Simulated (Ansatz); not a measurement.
The starting structures come from a database of crystals and need not be the phases stable at ambient conditions.

 Where the default PAW files enter, the runs use the earlier of Ansatz's two default sets.

By PBEsol, the system below comes out a metal.

Without scattering a metal conducts by its projected Fermi surface.

Consider the following.

```
CELL_PARAMETERS angstrom
      2.90561     0.00000     0.00000
      0.00000     2.90561     0.00000
      1.45280    -1.45280     2.11621
ATOMIC_POSITIONS crystal
  Ti 0.00000 0.00000 0.00000
```

Space group of this cell: I4/mmm. The cell is strained (lengths along the current scaled by 1.03, ions clamped); by PBEsol its mean pressure is -7.0 GPa.

The current flows along the normal of the first two printed cell vectors, the (001) (indices of the unstrained crystal) plane of the conventional cell. No spin-orbit coupling; the value is a mean over 0.1 eV about the Fermi level.

### Question
Estimate the ballistic conductance per area that PBEsol (Ansatz, a first-principles code) returns for this system.

### Answer
1.3 × 10¹⁵ S/m² for both spins.
